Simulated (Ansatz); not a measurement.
Band structure of MoS2 (P6_3/mmc, 6 atoms in the cell).

```
MoS2
1.0
    3.15039     0.00000     0.00000
   -1.57519     2.72832     0.00000
    0.00000     0.00000    13.03343
Mo S
2 4
Direct
  0.00000   0.00000   0.25000
  0.00000   0.00000   0.75000
  0.33333   0.66667   0.36774
  0.66667   0.33333   0.63226
  0.66667   0.33333   0.86774
  0.33333   0.66667   0.13226
```

Computed with PBE (plane waves, PAW; Ansatz, a quantum-chemistry and plane-wave program).

Settings: kpoints.mp_grid.grid = 8 8 2; hamiltonian.xc = pbe; hamiltonian.pseudopotentials = {kind: paw} (the program's default PAW files); scf.occupations.method = fixed; kpoints.band_path.npoints = 8.

The starting cell comes from a database of computed structures (which also holds hypothetical and non-ambient phases and stackings), without a prior relaxation at this level. Its lattice was rescaled by a random factor within 2.5 % of one.

Q: Predict the gap along the standard path and the places of the band edges.

A: The gap along the path is 1.14 eV, from Γ to K; the smallest direct gap on it is 1.73 eV.

Levels in eV from the top of the valence band on the path, bands 23 to 30:
| point | 23 | 24 | 25 | 26 | 27 | 28 | 29 | 30 |
|---|---|---|---|---|---|---|---|---|
| Γ | -2.15 | -1.51 | -0.91 | 0.00 | 2.28 | 2.28 | 2.34 | 2.34 |
| M | -1.59 | -1.52 | -1.34 | -1.08 | 1.77 | 1.79 | 2.32 | 2.33 |
| K | -2.73 | -2.73 | -0.59 | -0.59 | 1.14 | 1.14 | 2.61 | 2.61 |
| A | -2.15 | -2.15 | -0.29 | -0.29 | 2.31 | 2.31 | 2.31 | 2.31 |
| L | -1.56 | -1.56 | -1.17 | -1.17 | 1.78 | 1.78 | 2.31 | 2.31 |
| H | -2.72 | -2.72 | -0.59 | -0.59 | 1.14 | 1.14 | 2.50 | 2.50 |

Keys are those of Ansatz 0.2.
